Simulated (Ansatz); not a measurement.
Defect calculation: Pd_Al in fcc Al

These are PBE, PAW (plane waves to 420 eV; Ansatz, a program for electronic structure) values and carry that method's errors. Cell and caveats: 108-site cell; 4×4×4 shifted k-points; start: the Al site; finite-size errors of tenths of an eV; the relaxation kept the symmetry of the starting site.

Neighbours after relaxation, in Å: of the Pd atom: Al 2.82, Al 2.82, Al 2.82, Al 2.82, Al 2.82, Al 2.82, Al 2.82, Al 2.82 (the shell may go on).

Formation energies E_f are those of the neutral cell. Chemical conditions: host crystal and elements as references (Δμ(Al) = 0.00 eV, Δμ(Pd) = 0.00 eV; Pd taken from its element, since no compound that bounds it was computed at this level; only phases computed here count, gases as isolated molecules at 0 K). Reference phases: Al: fcc Al, Pd: fcc Pd.

```
charge         moment (μB)  point group  largest move off a lattice site (Å)  E_f, host crystal and elements as references (eV)
------  ------------------  -----------  -----------------------------------  -------------------------------------------------
0       not spin-polarised           Oh                                 0.04                                              -1.64
```

Point groups are those of the whole cell at tolerances of 0.03 and 0.1 Å ("near" where only the looser one holds); none is given for unsettled states.

All states together cost roughly 8 core-minutes.
